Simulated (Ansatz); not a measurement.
The reference is Fe in the bcc (W type) structure (space group Im-3m, No. 229; a = 2.865 Å; ferromagnetic). Axes: x, y, z lie along the cube axes.

Method: r2SCAN/PAW in Ansatz (a quantum-chemistry and plane-wave program), no spin-orbit coupling.

Before the change:

| Item | Result |
|---|---|
| Magnetic state | ferromagnetic |
| Largest site moment | 2.79 μB |
| Shortest interatomic distance | 2.481 Å |

Now apply this change: a free-standing slab of 3 layers (3 atoms, 1 a layer) is cut normal to [110], with 15 Å of vacuum and the in-plane cell held at bulk.

Task: How does this affect the magnetic state?

Result: The magnetic state stays ferromagnetic.

Task: Predict the new largest site moment.

Result: The largest site moment increases by 0.154 μB, from 2.79 μB to 2.95 μB.

Task: How does this affect the change of the spacing d12 from its bulk value of 2.026 Å?

Result: The change of the spacing d12 from its bulk value of 2.026 Å is -1.3 %.

Task: How does this affect the excess energy per area of both faces?

Result: The excess energy per area of both faces (slab less bulk energy over the cell's area: twice a surface energy) comes out as 5.1 J/m² (uncertain by up to 0.08 J/m²).

Task: How does this affect the shortest interatomic distance?

Result: The shortest interatomic distance falls by 0.0215 Å to 2.459 Å.

Other magnetic orders, which the real material may have, were not ruled out. Slab and bulk use different k-meshes, which limits the precision of the excess energy. Whether these cells are dynamically stable was not tested.
